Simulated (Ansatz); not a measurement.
## Band gap of rock-salt alkali halides: measurement against r2SCAN

Computed values from Ansatz (plane waves, PAW); cells keep the symmetry of their structure type. Ansatz (a program for electronic structure) is a plane-wave DFT program; potentials: the later of its two PAW sets. No spin-orbit coupling. Gaps are read at band edges searched over the zone in cells relaxed at that level.

Here x stands for r2SCAN gap and y for measured gap.

| solid | r2SCAN gap (eV) | measured gap (eV) | basis of the measured value |
|---|---|---|---|
| NaI | 4.45 | ? | not stated, as measured |
| KI | 4.58 | 6.10 | not given (compiled; stated errors 0.2-0.5 eV), as measured |
| RbBr | 4.89 | 7.20 | not given (compiled; stated errors 0.2-0.5 eV), as measured |
| KBr | 5.07 | 7.40 | not given (compiled; stated errors 0.2-0.5 eV), as measured |
| KCl | 5.83 | 8.50 | unstated, as measured |
| KF | 6.91 | 10.90 | unstated, as measured |
| NaF | 7.28 | 11.70 | unstated, as measured |

Fit y of the 6 rows that show it with a straight line. With u = x - 5.8, the rows have u = -1.2200, -0.9100, -0.7300, 0.0300, 1.1100, 1.4800. Means: u -0.040000, y 8.633. About the means, the sum of products is 12.346 and the sum of squares of u is 6.2632; the slope is their ratio. Least squares gives y = 8.712 + 1.9712·u. Residuals (row less fit): -0.207, 0.282, 0.127, -0.271, 0.000, 0.071; standard error 0.233 (degrees of freedom: 4). The slope is 1.97 with a standard error of 0.093. Before the fit, r2SCAN less measured has mean -2.873, mean absolute 2.873 and median absolute 2.500 eV over these 6 rows.

Problem. What does the fit predict for y at x = 4.45, and how far is the measured value from it?

Solution. u = -1.3500, so y = 8.712 + 1.9712 × (-1.3500) = 6.051 eV. The measured value is 5.90 eV, 0.151 eV below the prediction (2.6 % of the range of y in the table). The row lies outside the fitted rows, so this is an extrapolation. From the scatter of the fitted rows alone, a prediction at this place has a standard error of 0.280 eV, so the miss is 0.5 times that.

Plain r2SCAN misses this row by -1.45 eV. These measured values aren't marked as zero-point corrected, so thermal and zero-point effects can be part of a miss beside the level's own error; see the basis column. Spin-orbit coupling is left out, which can shift this property for NaI, KI, RbBr, KBr. The rows are a random draw of 7 from the 7 solids that have both values on this basis (room or unstated temperature), of 14 computed in this series. Not drawn: V to Ni and open 4f shells, rows kept for tests, unfit runs, cells that left their space group, values derived or compiled from fits, values whose temperature is given only as extrapolated, encyclopaedia, home-page and unnamed sources, sources from 2025 on, runs on another kind of cell, cells with moments, not at rest, warned of a lower state, or off the usual phase with no note on it here. Optical and fundamental gaps aren't told apart in the measured column. Measured values as quoted by these papers, many of them computational: NaI Abedi et al., (2022), arXiv:2211.14644; KI Aguado et al., (1998), arXiv:cond-mat/9809176; RbBr Aguado et al., (1998), arXiv:cond-mat/9809176; KBr Aguado et al., (1998), arXiv:cond-mat/9809176; KCl David Koller et al., Journal of Physics Condensed Matter (2013), arXiv:1304.4470; KF David Koller et al., Journal of Physics Condensed Matter (2013), arXiv:1304.4470; NaF David Koller et al., Journal of Physics Condensed Matter (2013), arXiv:1304.4470.
